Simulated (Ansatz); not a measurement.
The reference is MgSe in the rock salt structure (space group Fm-3m, No. 225).

```yaml
crystal:
  lattice:
    - [0.00000, 2.73618, 2.73618]
    - [2.73618, 0.00000, 2.73618]
    - [2.73618, 2.73618, 0.00000]
  atoms:
    - { symbol: Mg, position: [0.00000, 0.00000, 0.00000] }
    - { symbol: Se, position: [0.50000, 0.50000, 0.50000] }
```

Level of theory: r2SCAN in Ansatz (plane waves to 500 eV, PAW, no spin-orbit coupling).

Strains are applied to the cell and any free atomic positions relax.

One change was made to it. Results:

The pressure shrinks by 4.90 GPa (-0.01 GPa → -4.91 GPa); the width of the top valence band drops by 0.25 eV to 2.22 eV; the gap character is still indirect, Γ → X; the energy increases by 31 meV/atom.

**Question.** Which of these changes matches the shifts?
(A) isotropic strain +0.50 %
(B) isotropic strain +3.00 %
(C) isotropic strain +2.00 %
(D) isotropic strain +2.50 %

**Answer.** B, isotropic strain +3.00 %. For comparison, the energy relative to the base in the other runs: isotropic strain +2.00 % gives +14 meV/atom; isotropic strain +0.50 % gives +1.0 meV/atom; isotropic strain +2.50 % gives +22 meV/atom.

Whether these cells are dynamically stable was not tested.

Ansatz is a quantum-chemistry and plane-wave program.
